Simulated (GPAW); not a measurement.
# Equation of state of bcc Ta (space group 229): energy against volume (GPAW, PBE)

```xyz
1
Lattice="-1.6207 1.6207 1.6207 1.6207 -1.6207 1.6207 1.6207 1.6207 -1.6207" Properties=species:S:1:pos:R:3 pbc="T T T"
Ta     0.0000     0.0000     0.0000
```

Method of the run: PBE, GPAW PAW datasets PBE (gpaw-data 1.0.1) (plane waves; GPAW 25.7.0). Settings: mode = pw; ecut = 585 eV; xc = PBE; kpts = 25 25 25; mesh shift (steps) = 0 0 0; occupations.name = fermi-dirac; occupations.width = 0.05 eV; nbands = -5; convergence.density = 1e-05 e/electron; symmetry.symmorphic = false; symmetry.tolerance = 0.0005; maxiter = 150. The cell above is the first row's. The rows scale it uniformly. In all rows the k mesh is held. E is the free energy at the stated smearing, counted from the lowest row.

```
V (Å^3/atom)  E (meV/atom)
------------  ------------
17.027                   ?
17.397               29.09
17.767                9.39
18.137                0.01
18.508                0.00
18.878                8.66
19.248               25.19
19.618               48.90
19.988               79.12
```

Taking the third-order Birch-Murnaghan form, a cubic in V^(-2/3) for E over the 8 complete rows: With u = V^(-2/3) - 0.142, the rows have u = 0.006942, 0.004867, 0.002863, 0.000920, -0.000953, -0.002767, -0.004523, -0.006225. Least squares gives E = 3.210 - 4574.98·u + 1211029·u² - 2138691·u³. Residuals (row less fit): -0.006, 0.007, 0.022, -0.024, -0.012, 0.004, 0.025, -0.013; standard error 0.023 (degrees of freedom: 4). Its minimum lies at u = 0.001898, so V0 = (0.143898)^(-3/2) = 18.32. There d²E/du² = 2398000 and d³E/du³ = -1.283e7, so B0 = (4/9) × 18.32^(-7/3) × 2398000 × 0.160218 = 193 GPa (the last factor turns the table's units into GPa), and B0' = 4 + (2/3) × 0.143898 × (-1.283e7)/2398000 = 3.5. The program's pressures in the fitted runs (not shown) pass through zero at V = 18.32, 0.02 % from this V0.

Question: Estimate the missing E (V = 17.027); what did the run itself give?

Answer: u = 0.009092, so E = 3.210 - 4574.98 × 0.009092 + 1211029 × 0.009092² - 2138691 × 0.009092³ = 60.116 meV/atom. The calculation gives 60.19 meV/atom, 0.074 meV/atom above the prediction (0.1 % of the range of E in the table). The row lies outside the fitted rows, so this is an extrapolation. From the scatter of the fitted rows alone, a prediction at this place has a standard error of 0.068 meV/atom, so the miss is 1.1 times that.

Carrying the step between the two nearest rows on in a straight line would have given 48.79, off by 11.40; series whose last step already gives the withheld value aren't shown. The scan was laid around a cell of about the measured size, scaled by a guess for this functional. Spin polarisation is off. Spin-orbit coupling is off. Cutoffs and mesh are single choices, not tested for convergence of this quantity. Series with a scatter that would blur these digits, or in which a gap closes, are not shown. Nor are scans whose minimum lies at an end fitted in this form.
